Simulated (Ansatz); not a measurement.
Take BN in the zinc blende structure (space group F-43m, No. 216) as the base.

```yaml
crystal:
  lattice:
    - [0.00000, 1.80284, 1.80284]
    - [1.80284, 0.00000, 1.80284]
    - [1.80284, 1.80284, 0.00000]
  atoms:
    - { symbol: B, position: [0.00000, 0.00000, 0.00000] }
    - { symbol: N, position: [0.25000, 0.25000, 0.25000] }
```

Cartesian axes are those of the cell as printed.

Computed with PBEsol (Ansatz, a program for electronic structure), no spin-orbit coupling.

Strains are applied to the cell and any free atomic positions relax; under biaxial strain the out-of-plane vector relaxes too.

One change was made to it. Results:

| quantity | base | after |
|---|---|---|
| pressure (mean of the normal stresses, compression positive) | 0.0 kbar | 161.9 kbar |
| shortest interatomic distance | 2.950 bohr | 2.900 bohr |
| band gap | 4.30 eV | 4.26 eV |

**Question.** What was done to the base?
(A) biaxial strain −1.67 %, plane normal [111], relaxed out of plane
(B) biaxial strain −2.08 %, plane normal [111], relaxed out of plane
(C) biaxial strain −2.50 %, plane normal [111], relaxed out of plane
(D) biaxial strain +2.08 %, plane normal [111], relaxed out of plane

**Answer.** B, biaxial strain −2.08 %, plane normal [111], relaxed out of plane. For comparison, the pressure in the other runs: biaxial strain −2.50 %, plane normal [111], relaxed out of plane gives 198.4 kbar; biaxial strain +2.08 %, plane normal [111], relaxed out of plane gives -133.6 kbar; biaxial strain −1.67 %, plane normal [111], relaxed out of plane gives 127.6 kbar.

Stability against distortions was not tested.
